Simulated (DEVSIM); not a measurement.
Structure: Mo/La2O3/SiO2/n-Si capacitor, at 300 K.

```
layer (left to right)  material  thickness (nm)  Nd (cm⁻³)
---------------------  --------  --------------  ---------
1                         La2O3            14.0          -
2                          SiO2           0.910          -
3                            Si            4300     1.8e16
```

Metal gate on the left, work function 4.6 eV. Fixed charge at the semiconductor interface 0 cm⁻² (in units of +e); no interface traps.

This is a model device: material constants are rounded textbook-type values typed into the input, and sizes, dopings and lifetimes were drawn at random. Values at 300 K.

```tsv
parameter	La2O3	SiO2	Si
gap (eV)	5.8	9	1.124
affinity (eV)	1.8	0.9	4.05
permittivity	27	3.9	11.7
Nc (cm⁻³)	-	-	2.86e19
Nv (cm⁻³)	-	-	3.1e19
```

DEVSIM, 1D Poisson equation in equilibrium, Boltzmann statistics, complete ionisation; no quantum confinement or tunnelling. Metal contacts follow the ideal Schottky-Mott rule: no Fermi-level pinning, no interface dipoles.

The substrate doping was swept, all else fixed.

```tsv
substrate doping (cm^-3)	minimum of the low-frequency capacitance (μF/cm²)	threshold voltage (band bending 2φF) (V)	flat-band voltage (V)
9e14	0.0130	-0.32	0.28
1.8e15	0.0179	-0.34	0.30
3.6e15	0.0244	-0.36	0.32
9e15	0.0355	-0.40	0.34
1.8e16	___	___	0.36
3.6e16	0.0660	-0.48	0.38
```

Task: What belongs in the gaps?

Result: 
- 1.8e16, minimum of the low-frequency capacitance (μF/cm²): 0.0488
- 1.8e16, threshold voltage (band bending 2φF) (V): -0.44
